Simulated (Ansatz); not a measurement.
Functionals compared on the (510) surface of germanium, 2 pairs of surface atoms bonded, no caps (bottom of the slab: built like the top, H on every dangling bond, free), in Ansatz (plane waves, PAW). The structure was relaxed with PBE; the other rows are single points on it. Cutoff 420 eV (500 eV for r2SCAN).

Model: 44-atom slab, 11.4 Å thick at the start with caps and adatoms (thin: gaps and levels are the slab's own), 5x2x1 mesh, Fermi-Dirac 0.025 eV, dipole correction, 6 atoms held, the rest relaxed; held to the start's symmetry, so lower structures may exist; no spin (in PBE a spin-polarised start ends no clearly lower), no spin-orbit, no U. The slab shows no gap over 0.04 eV on its mesh. It is one candidate, not shown to be the stable structure of the face. These notes are the PBE run's.

| functional | work function of the top face (eV) | rough cost of the single point |
|---|---|---|
| PBE | 4.68 | – |
| r2SCAN | … | about 23 core-minutes (a rough figure) |

### Question
What belongs in the gaps?

### Answer

- r2SCAN, work function of the top face (eV): 4.89

Ansatz is an electronic-structure program.
